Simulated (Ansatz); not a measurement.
Take CdS in the zinc blende structure (space group F-43m, No. 216; a = 5.879 Å) as the base. Axes: x, y, z lie along the cube axes.

Method: r2SCAN (Ansatz, an electronic-structure program; PAW; 500 eV plane waves; spin-orbit coupling left out), earlier PAW set.

Strains are applied to the cell and any free atomic positions relax; under biaxial strain the out-of-plane vector relaxes too.

One change was made to it. Results:

The band gap goes up by 0.11 eV to 1.65 eV; the electron mass becomes 0.16 mₑ (at Γ) (base: 0.15 mₑ (at Γ)).

**Question.** Which of these changes matches the shifts?
A) isotropic strain −2.50 %
B) biaxial strain −4.09 %, plane normal [001], relaxed out of plane
C) isotropic strain −1.66 %
D) biaxial strain +0.76 %, plane normal [111], relaxed out of plane

**Answer.** C, isotropic strain −1.66 %. For comparison, the band gap in the other runs: isotropic strain −2.50 % gives 1.71 eV; biaxial strain −4.09 %, plane normal [001], relaxed out of plane gives 1.46 eV; biaxial strain +0.76 %, plane normal [111], relaxed out of plane gives 1.48 eV.

Effective masses come from finite differences of ±0.01 Å⁻¹. No phonon test of stability was made.
